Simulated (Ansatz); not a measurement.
An Ansatz (a program for electronic structure) input (PBEsol/PAW in Ansatz, without spin-orbit coupling):

Ansatz 0.2 input:
```yaml
crystal:
  lattice:
    - [5.0576411603, 0, 0]
    - [2.5288205801, 4.380045728, 0]
    - [2.5288205801, -1.4600152427, 4.6425958535]
  atoms:
    - { symbol: Li, position: [0.4384398656, 0.2807800672, 0.8423402016] }
    - { symbol: Li, position: [0.4384398656, 0.7807800672, 0.3423402016] }
    - { symbol: Nb, position: [0.0032177506, 0.9983911247, 0.9951733741] }
    - { symbol: Nb, position: [0.0032177506, 0.4983911247, 0.4951733741] }
    - { symbol: O, position: [0.9213913979, 0.3599763535, 0.1879288081] }
    - { symbol: O, position: [0.5307034405, 0.109320206, 0.1879288081] }
    - { symbol: O, position: [0.1720475454, 0.7186322486, 0.1879288081] }
    - { symbol: O, position: [0.5307034405, 0.8599763535, 0.6879288081] }
    - { symbol: O, position: [0.1720475454, 0.609320206, 0.6879288081] }
    - { symbol: O, position: [0.9213913979, 0.2186322486, 0.6879288081] }
basis: { ecutwfc: 420, ecutrho_ratio: 4, xc_grid: 2, fft_grid_basis: typed }
kpoints: { mp_grid: { grid: [8, 8, 8] } }
hamiltonian:
  xc: pbesol
  dispersion: none
  pseudopotentials: { kind: paw }
scf: { occupations: { method: fermi_dirac, width: 0.05 } }
relax: { f_tol: 0.005, max_steps: 50, cell: { stress_tol: 0.01, fix: [a, b, gamma] } }
output: { forces: true, stress: true }
checkpoint: { write: state.ck, write_every: 1000 }
```

Question: Which symmetry and how many k-points will the program report, and about how many plane waves at Γ?

Answer: Space group R3c (ITA 161) with 6 operations, k-points 65 of 512, and 2025 plane waves at Γ.

Question: And the final pressure?

Answer: 2.31 GPa (compression positive).

The cells carry an imposed strain or load. Whether these cells are dynamically stable was not tested. The cell was made from LiNbO3 (space group R3c, No. 161) by this change: biaxial strain −1.50 %, plane normal [001], relaxed out of plane.
